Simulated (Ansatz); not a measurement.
## Response to strain in hypothetical rock salt SbP

Take SbP in the rock salt structure (space group Fm-3m, No. 225; a hypothetical phase, not in the database extracts checked; relaxed with 0.1 eV smearing) as the base.

```
CELL_PARAMETERS angstrom
      0.00000     2.81703     2.81703
      2.81703     0.00000     2.81703
      2.81703     2.81703     0.00000
ATOMIC_POSITIONS crystal
  P  0.00000 0.00000 0.00000
  Sb 0.50000 0.50000 0.50000
```

Strains are applied to the cell and any free atomic positions relax.

Calculations: PBE, PAW, 420 eV (Ansatz, an electronic-structure program; scalar-relativistic without spin-orbit coupling).

```
isotropic strain (%)  pressure (GPa)
--------------------  --------------
-0.34                            0.8
0                                0.0
0.22                            -0.5
2.63                            -4.9
3.66                               ?
4.92                            -7.9
```

Question: Fit P = P₀ − Bδ + Cδ² with δ = (1 + ε)³ − 1 to the rows shown and predict the withheld row.

Answer: Least squares on the printed values gives P₀ = 0.0 GPa, B = 71.7 GPa, C = 134 GPa (largest residual 0.0 GPa); this predicts -6.4 GPa, and the run gives -6.4 GPa, in agreement.

Stability against distortions was not tested. The final runs are not spin-polarised.
